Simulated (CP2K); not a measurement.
CP2K run on ScAs (Pm-3m, 2 atoms in the cell): self-consistent single point.

Method: PBEsol, GPW, DZVP-MOLOPT-SR-GTH basis, GTH-PBE potentials (GTH_POTENTIALS) (CP2K 2026.2).

```xyz
2
Lattice="3.3957 0.0000 0.0000 0.0000 3.3957 0.0000 0.0000 0.0000 3.3957" Properties=species:S:1:pos:R:3 pbc="T T T"
Sc     0.0000     0.0000     0.0000
As     1.6979     1.6979     1.6979
```

Reference input (self-consistent single point, DFT PBEsol, GPW, DZVP-MOLOPT-SR-GTH basis, GTH-PBE potentials (GTH_POTENTIALS)): CUTOFF = 600 Ry; REL_CUTOFF = 60 Ry; SMEAR/METHOD = GAUSSIAN; SIGMA = 0.272 eV; KPOINTS/SCHEME = MONKHORST-PACK 9 9 9; XC_FUNCTIONAL = PBE:PBESOL; Sc/BASIS_SET = DZVP-MOLOPT-SR-GTH-q11; Sc/POTENTIAL = GTH-PBE-q11; As/BASIS_SET = DZVP-MOLOPT-SR-GTH-q5; As/POTENTIAL = GTH-PBE-q5; METHOD = GPW; EPS_DEFAULT = 1e-10. This run's input differs from it in these lines:

```diff
@@ -34,4 +34,4 @@
       &SMEAR ON
-        METHOD GAUSSIAN
-        SIGMA [eV] 0.272
+        METHOD METHFESSEL_PAXTON
+        SIGMA [eV] 0.3
       &END SMEAR
```

Output (repeated stretches shortened):

```
 SCF WAVEFUNCTION OPTIMIZATION

  Step     Update method      Time    Convergence         Total energy    Change
     1 NoMix/Diag. 0.20E+00      -     1.81445378       -53.2907446103 -5.33E+01
     2 Broy./Diag. 0.20E+00      -     0.09145909       -53.4835584370 -1.93E-01
     3 Broy./Diag. 0.20E+00      -     0.05311101       -53.1488718086  3.35E-01
     4 Broy./Diag. 0.20E+00      -     0.02229906       -52.9626654999  1.86E-01
     5 Broy./Diag. 0.20E+00      -     0.01810328       -52.9895321053 -2.69E-02
     6 Broy./Diag. 0.20E+00      -     0.00161174       -52.9353384507  5.42E-02
   [... 2 lines left out ...]
     9 Broy./Diag. 0.20E+00      -     0.00001936       -52.9497402831 -6.85E-06
    10 Broy./Diag. 0.20E+00      -     0.00000395       -52.9495843253  1.56E-04
    11 Broy./Diag. 0.20E+00      -     0.00000306       -52.9495969220 -1.26E-05
    12 Broy./Diag. 0.20E+00      -     0.00000010       -52.9495876562  9.27E-06
  *** SCF run converged in    12 steps ***

  Overlap energy of the core charge distribution:               0.00000000000000
  Self energy of the core charge distribution:               -102.22061273344652
  Core Hamiltonian energy:                                     24.67257748630855
  Hartree energy:                                              32.28179600569115
  Exchange-correlation energy:                                 -7.68338774203843
  Smearing free energy correction:                              0.00003932783139
  Fermi energy:                                                 0.31591182656743

  Total energy:                                               -52.94958765620025

 ENERGY| Total FORCE_EVAL ( QS ) energy [hartree]            -52.949588063344677

 FORCES| Atomic forces [hartree/bohr]
   [... lines left out ...]

 STRESS| Analytical stress tensor [bar]
 STRESS|                        x                   y                   z
 STRESS|      x       -2.95971683944E+04   1.26341035096E-04   1.26340585947E-04
 STRESS|      y        1.26341035096E-04  -2.95971683943E+04   1.26340992630E-04
 STRESS|      z        1.26340585947E-04   1.26340992630E-04  -2.95971683943E+04
 STRESS| 1/3 Trace                                            -2.95971683943E+04
```

The run converged in 12 iterations. Against the reference run the free energy goes up by 18.6 meV/atom and the pressure hardly changes (-2.93 to -2.96 GPa).

The starting cell comes from a database of computed structures (which also holds hypothetical and non-ambient phases and stackings), without a prior relaxation at this level. Values carry the incompleteness of an atom-centred basis. The potentials were made for another functional than the one used.

Cost on one core of a shared machine: roughly 60 s.
